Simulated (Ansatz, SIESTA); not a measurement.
## One structure in several programs: Ti6O (P-31m, 7 atoms in the cell)

Relaxation of cell and atoms.

```
Ti6O
1.0
    5.10479     0.00000     0.00000
   -2.55240     4.42088     0.00000
    0.00000     0.00000     4.73055
Ti O
6 1
Direct
  0.66886   0.66886   0.26073
  0.33114   0.33114   0.73927
  0.33114   0.00000   0.26073
  0.66886   0.00000   0.73927
  0.00000   0.33114   0.26073
  0.00000   0.66886   0.73927
  0.00000   0.00000   0.00000
```

Shared settings, as Ansatz (a first-principles code) writes them: kpoints.mp_grid.grid = 5 5 5; scf.occupations.method = gaussian; scf.occupations.width = 0.05 eV. Potentials and cutoffs stand in the table.

```
code                                                                                                                            model  final volume (Å³/atom)       cutoff
------  -----------------------------------------------------------------------------------------------------------------------------  ----------------------  -----------
SIESTA  GGA PBEsol, numerical atomic orbitals DZP, PseudoDojo PBEsol standard norm-conserving potentials (rewritten from UPF to PSML)                   14.59  grid 300 Ry
Ansatz                                                                                                PBEsol, PAW files made with PBE                   14.80      default
```

On Ansatz's run: spin polarisation is off, so a magnetic state, if there is one, cannot be reached.

The spread over the programs that give each value: final volume within 0.21 Å³/atom.

SIESTA uses small atom-centred bases, whose incompleteness enters pressures, forces and empty levels differently from a plane-wave cutoff. The programs treat the finite-basis stress differently while the cell relaxes: Ansatz adds an estimate of it.

The starting cell comes from a database of computed structures (which also holds hypothetical and non-ambient phases and stackings), without a prior relaxation at this level.

Keys are those of Ansatz 0.2.
